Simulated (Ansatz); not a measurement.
## MgO: response to strain

The parent structure is MgO in the rock salt structure (space group Fm-3m, No. 225; a = 4.2044 Å). Axes: x, y, z lie along the cube axes.

Strains are applied to the cell and any free atomic positions relax.

Computed with r2SCAN (Ansatz, a quantum-chemistry and plane-wave program; PAW; 500 eV plane waves; no SOC).

Notes on the quantities. energy relative to the base: free energy F; pressure: mean of the normal stresses, compression positive.

| variant | energy relative to the base | band gap | pressure |
|---|---|---|---|
| base | 0 meV/atom | 5.68 eV | 0.00 GPa |
| uniaxial strain ε_zz = −3.00 % | +9.2 meV/atom | 5.97 eV | 5.76 GPa |
| uniaxial strain ε_zz = −2.50 % | +6.3 meV/atom | 5.92 eV | 4.69 GPa |
| uniaxial strain ε_zz = −2.00 % | +3.9 meV/atom | 5.87 eV | 3.66 GPa |
| uniaxial strain ε_zz = −1.50 % | +2.2 meV/atom | 5.83 eV | 2.68 GPa |
| uniaxial strain ε_zz = −1.00 % | +0.9 meV/atom | 5.78 eV | 1.75 GPa |
| uniaxial strain ε_zz = −0.50 % | +0.2 meV/atom | 5.73 eV | 0.86 GPa |

No phonon test of stability was made.
